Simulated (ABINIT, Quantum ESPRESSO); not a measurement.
A Quantum ESPRESSO input for a self-consistent single point of Pt (Fm-3m, 1 atom in the cell) (DFT, PBEsol, plane waves, SSSP 1.1.2 efficiency (PBE) pseudopotentials):

```fortran
&control
    calculation = 'scf'
    prefix = 'scf'
    outdir = './tmp/'
    pseudo_dir = './'
    tprnfor = .true.
    tstress = .true.
/
&system
    ibrav = 0
    nat = 1
    ntyp = 1
    ecutwfc = 40
    ecutrho = 320
    occupations = 'smearing'
    smearing = 'gauss'
    degauss = 0.0099958
    input_dft = 'pbesol'
/
&electrons
    conv_thr = 1e-10
    mixing_beta = 0.4
/
ATOMIC_SPECIES
Pt   195.0840  pt_pbe_v1.4.uspp.F.UPF
CELL_PARAMETERS angstrom
   0.000000000     1.960000000     1.960000000
   1.960000000     0.000000000     1.960000000
   1.960000000     1.960000000     0.000000000
ATOMIC_POSITIONS crystal
Pt    0.000000000    0.000000000    0.000000000
K_POINTS automatic
12 12 12  0 0 0
```

Task: Give the ABINIT input for the same structure, mesh, smearing and functional.

Result: One input that does it (others would too):

```
# Pt, JTH v2.0 PBE PAW
pp_dirpath "./"
pseudos "Pt.GGA_PBE-JTH.xml"
acell 5.2380535766 5.2380535766 5.2380535766
rprim
        -0.0000000000    0.7071067812    0.7071067812
         0.7071067812   -0.0000000000    0.7071067812
         0.7071067812    0.7071067812   -0.0000000000
natom 1
ntypat 1
znucl 78
typat 1
xcart
         0.0000000000    0.0000000000    0.0000000000
      Angstrom
ecut 21
pawecutdg 42
pawxcdev 0
ixc -116133
occopt 7
tsmear 0.00499791
nband 10
kptopt 1
ngkpt 12 12 12
nshiftk 1
shiftk 0 0 0
nstep 50
tolvrs 1.0e-10
prtwf 0
prtden 0
prtvol 1
enunit 1
```

Basis settings and potentials, where a program has them, do not carry over. This input uses DFT, PBEsol, plane waves, PAW (JTH v2.0 PBE PAW, files made for PBE). Both were run: pressure -1.48 GPa in Quantum ESPRESSO and 1.13 in ABINIT.

On Quantum ESPRESSO: the starting cell has typed, rounded lattice constants, without a prior relaxation at this level. Spin polarisation is off.

On ABINIT: the starting cell has typed, rounded lattice constants, without a prior relaxation at this level. Spin polarisation is off. The potentials were made for another functional than the one used.
